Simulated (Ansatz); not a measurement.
This Ansatz (a program for electronic structure) input is the reference run, HgSe in the zinc blende structure (space group F-43m, No. 216), computed with PBEsol, PAW, 420 eV (Ansatz; spin-orbit coupling left out):

Ansatz 0.2 input:
```yaml
crystal:
  lattice:
    - [0, 3.0666446396, 3.0666446396]
    - [3.0666446396, 0, 3.0666446396]
    - [3.0666446396, 3.0666446396, 0]
  atoms:
    - { symbol: Se, position: [0.25, 0.25, 0.25] }
    - { symbol: Hg, position: [0, 0, 0] }
basis: { ecutwfc: 420, ecutrho_ratio: 4, xc_grid: 2, fft_grid_basis: typed }
kpoints: { mp_grid: { grid: [9, 9, 9] } }
hamiltonian:
  xc: pbesol
  dispersion: none
  pseudopotentials: { kind: paw }
scf: { occupations: { method: fermi_dirac, width: 0.05 }, convergence: { dr2_threshold: 0.0000000002 } }
output: { forces: true, stress: true }
```

### Question
Write the input for this change: a negative pressure, −1 GPa.

### Answer
Ansatz 0.2 input:
```yaml
crystal:
  lattice:
    - [0, 3.0666446396, 3.0666446396]
    - [3.0666446396, 0, 3.0666446396]
    - [3.0666446396, 3.0666446396, 0]
  atoms:
    - { symbol: Se, position: [0.25, 0.25, 0.25] }
    - { symbol: Hg, position: [0, 0, 0] }
basis: { ecutwfc: 420, ecutrho_ratio: 4, xc_grid: 2, fft_grid_basis: typed }
kpoints: { mp_grid: { grid: [9, 9, 9] } }
hamiltonian:
  xc: pbesol
  dispersion: none
  pseudopotentials: { kind: paw }
scf: { occupations: { method: fermi_dirac, width: 0.05 } }
relax: { f_tol: 0.01, max_steps: 60, cell: { stress_tol: 0.02, p_target: -1.0 } }
output: { forces: true, stress: true }
checkpoint: { write: state.ck, write_every: 1000 }
```
This is the input that was run.

The mesh was chosen for an insulator and is coarse for the gapless case. Load acts through the strain it causes; cell and atoms are relaxed under it. No phonon test of stability was made. All final runs are without spin polarisation.
